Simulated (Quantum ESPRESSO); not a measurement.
A working Quantum ESPRESSO input for MgSiO₄ (P1, 6 atoms in the cell) (DFT, PBEsol, plane waves, GBRV 1.5 ultrasoft (PBESOL) pseudopotentials):

```fortran
&control
 calculation = 'scf',
 prefix = 'mgsio4',
 outdir = './tmp',
 pseudo_dir = './',
 tprnfor = .true.,
 tstress = .true.,
/
&system
 ibrav = 0,
 nat = 6,
 ntyp = 3,
 ecutwfc = 40,
 ecutrho = 200,
 occupations = 'smearing',
 smearing = 'marzari-vanderbilt',
 degauss = 0.0036749,
/
&electrons
 conv_thr = 1.0d-8,
/
ATOMIC_SPECIES
Mg    24.3050  mg_pbesol_v1.4.uspp.F.UPF
Si    28.0850  si_pbesol_v1.uspp.F.UPF
O     15.9990  o_pbesol_v1.2.uspp.F.UPF
ATOMIC_POSITIONS angstrom
Mg    2.1046556711    1.4129581891    2.2966251087
Si   -0.0077861511    0.0256857139    0.0025121278
O     0.6675718591    1.3972024315    3.8891063343
O     3.5634452588    1.4282913350    0.7672841837
O     1.0741118804   -0.0332728699    1.3034110482
O     3.1590994838    0.0236180366    3.2857661973
K_POINTS automatic
6 9 6  0 0 0
CELL_PARAMETERS bohr
   8.4997613414     0.0000000000     0.0000000000
   0.0000000000     5.3598680018     0.0000000000
  -0.5167248218     0.0000000000     8.7265322558
```

The run converged in 13 iterations: free energy E − TS -3589.8490 eV; Fermi level (on the code's own zero) 5.41 eV; pressure -5.72 GPa; largest force (vector length) 0.714 eV/Å. Each of these slips is then made, one at a time:

(1)
```diff
-O     3.1590994838    0.0236180366    3.2857661973
+O1     3.1590994838    0.0236180366    3.2857661973
```

(2)
```diff
-Mg    24.3050  mg_pbesol_v1.4.uspp.F.UPF
+Mg    24.3050  mg_pbe_v1.4.uspp.F.UPF
```

(3)
```diff
- conv_thr = 1.0d-8,
+ conv_thr = 1.0d-2,
```

### Question
What happens in each case?

### Answer

(1) An atom label that is not in the list of species. The program stopped before any SCF iteration.
```
Error in routine read_cards (6):
species O1 in ATOMIC_POSITIONS is nonexistent
```

(2) Potentials made for another functional. The program stopped before any SCF iteration.
```
Error in routine set_dft_from_name (4):
conflicting values for igcx
```

(3) A convergence threshold that is too loose. The run converged in 8 iterations without an error; against the sound input the free energy goes up by 2.7 meV/atom, the pressure goes from -5.72 to -5.33 GPa and the largest force goes from 0.714 to 0.906 eV/Å. The full log also holds: “SCF correction compared to forces is large: reduce conv_thr to get better values”.

The starting cell comes from a database of computed structures (which also holds hypothetical and non-ambient phases and stackings), without a prior relaxation at this level. Its atoms were displaced at random from the sites of space group no. 10. In the base run, with a pressure of about -6 GPa the cell is away from its equilibrium volume at this level. The run gives no clean gap (levels at the Fermi energy touch, overlap or are partly filled at this smearing), which alone does not show that the compound is a metal.

Left out of this page: 4 runs of the series outside the window shown, repeating another row's setting, or not comparable.
